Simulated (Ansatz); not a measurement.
# Pressure series in hypothetical anti-perovskite Mg3SnO

Consider Mg3SnO in the anti-perovskite structure (space group Pm-3m, No. 221; a = 4.3469 Å; a hypothetical phase, not in the database extracts checked).

Cell and atoms are relaxed at each pressure.

Method: PBEsol (Ansatz, a program for electronic structure, PAW, without spin-orbit coupling).

```csv
pressure (GPa),volume per atom (Å³/atom)
-2,16.906
-1,16.657
0,16.428
0.3,16.362
0.7,16.277
1.5,?
5,15.475
7.5,15.090
10,14.747
```

**Question.** Fit the third-order Birch–Murnaghan form P(V) = (3B₀/2)[(V₀/V)^(7/3) − (V₀/V)^(5/3)]·[1 + (3/4)(B₀′ − 4)((V₀/V)^(2/3) − 1)] (squares taken in P) to the rows shown and predict the withheld row.

**Answer.** Least squares on the printed values gives V₀ = 16.428 Å³/atom, B₀ = 74.0 GPa, B₀′ = 4.2; this predicts 16.111 Å³/atom, and the run gives 16.113 Å³/atom, 0.002 higher.

Load acts through the strain it causes; cell and atoms are relaxed under it. Stability against distortions was not tested. No other phases were tried under pressure. The final runs are not spin-polarised.
